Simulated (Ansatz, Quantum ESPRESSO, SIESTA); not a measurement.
# One structure in several programs: MnCoN2 (R3m, 4 atoms in the cell)

Self-consistent single point, at a second geometry (lattice scaled by 0.98). First geometry:

```yaml
crystal:
  lattice:
    - [1.46372, 0.84508, 4.75274]
    - [-1.46372, 0.84508, 4.75274]
    - [0.00000, -1.69016, 4.75274]
  atoms:
    - { symbol: Mn, position: [0.18639, 0.18639, 0.18639] }
    - { symbol: Co, position: [0.69069, 0.69069, 0.69069] }
    - { symbol: N, position: [0.06623, 0.06623, 0.06623] }
    - { symbol: N, position: [0.56120, 0.56120, 0.56120] }
```

Shared settings, as Ansatz (a quantum-chemistry and plane-wave program) writes them: kpoints.mp_grid.grid = 12 12 12; scf.occupations.method = gaussian; scf.occupations.width = 0.02 Ry. Potentials and cutoffs stand in the table.

| code | model | ΔF from the first geometry (meV/atom) | pressure (GPa) | largest force (eV/Å) | cutoff |
|---|---|---|---|---|---|
| Quantum ESPRESSO | PBEsol, GBRV 1.5 ultrasoft (PBESOL) pseudopotentials | 91.2 | 40.43 | 0.695 | 50 Ry |
| Ansatz | PBEsol, PAW files made with PBE | 90.6 | 40.17 | 0.649 | default |
| SIESTA | GGA PBEsol, numerical atomic orbitals DZP, PseudoDojo PBEsol standard norm-conserving potentials (rewritten from UPF to PSML) | 98.0 | 43.44 | 0.660 | grid 400 Ry |

Size of the force on each atom (eV/Å): Sizes of forces hide their directions.

| code | Mn1 | Co2 | N3 | N4 |
|---|---|---|---|---|
| Quantum ESPRESSO | 0.401 | 0.213 | 0.695 | 0.507 |
| Ansatz | 0.342 | 0.185 | 0.649 | 0.493 |
| SIESTA | 0.377 | 0.218 | 0.660 | 0.507 |

On Ansatz's run: spin polarisation is off, so a magnetic state, if there is one, cannot be reached.

The spread over the programs that give each value: ΔF from the first geometry within 7.4 meV/atom; pressure within 3.27 GPa; largest force within 0.046 eV/Å.

SIESTA uses small atom-centred bases, whose incompleteness enters pressures, forces and empty levels differently from a plane-wave cutoff. Ansatz's pressure is given at a fixed set of plane waves, as the other plane-wave codes print theirs; with its correction for the finite basis it is 40.73 GPa (the shift of 0.57 GPa shows how far the cutoff is from converged). In the pressure, SIESTA (by 3.14) lies more than 1 GPa from the median of the plane-wave programs.

The starting cell comes from a database of computed structures (which also holds hypothetical and non-ambient phases and stackings), without a prior relaxation at this level. Its lattice was rescaled by a random factor within 2.5 % of one. For this run, on top of that: lattice scaled by 0.98.

Keys are those of Ansatz 0.2.
